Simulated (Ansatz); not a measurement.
L1₂ (Cu3Au-type) Ni3Al was calculated with PBE-D3(BJ) (plane waves, PAW; Ansatz, an electronic-structure program).

Numerical settings: plane-wave cutoff 520 eV, 18×18×18 k mesh, Fermi–Dirac smearing 0.024 eV (set by the program), spin-polarised with parallel moments, scalar-relativistic PAW data made under PBE.

Computed at the level's own relaxed cell.

Hill averages of the elastic tensor: K = 199.9 GPa, G = 98.9 GPa. Volume 10.941 Å³/atom, mean atomic mass 50.765 u.

### Question
Work out the density, the sound velocities of a polycrystal and the elastic Debye temperature, and Pugh's ratio at this level.

### Answer
ρ = 1.66054 × 50.765/10.941 = 7.705 g/cm³. v_l = √[(K + 4G/3)/ρ] = 6.562 km/s and v_t = √(G/ρ) = 3.583 km/s. The mean follows from 3/v_m³ = 1/v_l³ + 2/v_t³: v_m = 3.996 km/s. Θ_D = (ħ/k_B) v_m (6π²/V)^(1/3) = 76.38 K Å s/km × 3.996 × 1.7558 Å⁻¹ = 536 K, counting all atoms of the cell. K/G = 2.02, to be set beside Pugh's rough bound of 1.75 between brittle and ductile metals.

Note: the dispersion coefficients are held fixed in the derivatives.
